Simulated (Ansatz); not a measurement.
```xyz
2
Lattice="0.0000 2.7984 2.7169 2.7984 0.0000 2.7169 2.7984 2.7984 0.0000" Properties=species:S:1:pos:R:3 pbc="T T T"
Si     1.3992     1.3992     1.3585
Si     0.0000     0.0000     0.0000
```

The numbers are results of PBEsol, rigid bands (plane waves, PAW, scalar-relativistic; Ansatz, a first-principles code), not measurements. Condition of this run: biaxial strain xx = yy = +3 %, z clamped. How the cell was made: cell and atoms relaxed with PBEsol, then loaded as said.

**Question.** Predict the electron conductivity mass (n e² τ/σ) at 300 K, by direction if it differs.

**Answer.** 0.21 (x), 0.21 (y), 0.94 (z) mₑ.

**Question.** And the band gap?

**Answer.** 0.26 eV at this level; semilocal functionals usually fall short of the measured gap.

Rigid bands, one relaxation time for all states, no polarons. Spin-orbit coupling is left out; where it splits the top of the valence band it changes the hole mass and lowers the gap by about a third of the splitting.
